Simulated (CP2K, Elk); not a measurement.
An Elk input for a self-consistent single point of CrB (Cmcm, 4 atoms in the cell) (DFT, PBEsol, all-electron FP-LAPW, Elk's shipped species files, default APW+lo basis):

```
tasks
  0

xctype
  22

rmtscf
  0.86

swidth
  0.00367493

maxscl
  100

scale
  7.705181488

avec
    0.3489132167   -0.9371550390    0.0000000000
    0.3489132167    0.9371550390    0.0000000000
    0.0000000000    0.0000000000    0.6974803801

sppath
  'species/'

atoms
  2
  'Cr.in'
  2
  0.8546200000  0.1453800000  0.7500000000    0.0 0.0 0.0
  0.1453800000  0.8546200000  0.2500000000    0.0 0.0 0.0
  'B.in'
  2
  0.5649400000  0.4350600000  0.7500000000    0.0 0.0 0.0
  0.4350600000  0.5649400000  0.2500000000    0.0 0.0 0.0

ngridk
  8 8 8
```

Problem. Give the CP2K input for the same structure, mesh, smearing and functional.

Solution. One input that does it (others would too):

```
&GLOBAL
  PROJECT run
  RUN_TYPE ENERGY_FORCE
  PRINT_LEVEL LOW
&END GLOBAL
&FORCE_EVAL
  METHOD Quickstep
  STRESS_TENSOR ANALYTICAL
  &DFT
    BASIS_SET_FILE_NAME BASIS_MOLOPT
    POTENTIAL_FILE_NAME GTH_POTENTIALS
    &QS
      METHOD GPW
      EPS_DEFAULT 1E-10
    &END QS
    &MGRID
      CUTOFF 600
      REL_CUTOFF 50
      NGRIDS 5
    &END MGRID
    &SCF
      SCF_GUESS ATOMIC
      EPS_SCF 1E-7
      MAX_SCF 100
      ADDED_MOS 7
      &DIAGONALIZATION
        ALGORITHM STANDARD
      &END DIAGONALIZATION
      &MIXING
        METHOD BROYDEN_MIXING
        ALPHA 0.3
        NBUFFER 12
        BETA 1.5
      &END MIXING
      &SMEAR ON
        METHOD FERMI_DIRAC
        ELECTRONIC_TEMPERATURE [K] 1160.45
      &END SMEAR
    &END SCF
    &KPOINTS
      SCHEME MONKHORST-PACK 8 8 8
      GAMMA_CENTERED T
    &END KPOINTS
    &XC
      &XC_FUNCTIONAL
        &PBE
          PARAMETRIZATION PBESOL
        &END PBE
      &END XC_FUNCTIONAL
    &END XC
    &PRINT
      &MO
        EIGENVALUES T
        OCCUPATION_NUMBERS T
        NDIGITS 8
        FILENAME mo
        &EACH
          QS_SCF 0
        &END EACH
        ADD_LAST NUMERIC
      &END MO
      &MULLIKEN OFF
      &END MULLIKEN
    &END PRINT
  &END DFT
  &SUBSYS
    &CELL
      A 4.07740600 0.00000000 0.00000000
      B -3.08463600 2.66650800 0.00000000
      C 0.00000000 0.00000000 2.84391100
      PERIODIC XYZ
    &END CELL
    &COORD
      Cr       3.03618833     0.38765693     2.13293325
      Cr      -2.04341833     2.27885107     0.71097775
      B        0.96148801     1.16009097     2.13293325
      B        0.03128199     1.50641703     0.71097775
    &END COORD
    &KIND Cr
      BASIS_SET DZVP-MOLOPT-SR-GTH-q14
      POTENTIAL GTH-PBE-q14
    &END KIND
    &KIND B
      BASIS_SET DZVP-MOLOPT-SR-GTH-q3
      POTENTIAL GTH-PBE-q3
    &END KIND
  &END SUBSYS
  &PRINT
    &FORCES ON
    &END FORCES
    &STRESS_TENSOR ON
    &END STRESS_TENSOR
  &END PRINT
&END FORCE_EVAL
```

Basis, cutoffs, solver keys and any potentials are the target program's own. This input uses DFT PBEsol, GPW, DZVP-MOLOPT-SR-GTH basis, GTH-PBE potentials (GTH_POTENTIALS).

The starting cell comes from a database of computed structures (which also holds hypothetical and non-ambient phases and stackings), without a prior relaxation at this level. For this run, on top of that: lattice scaled by 0.98.
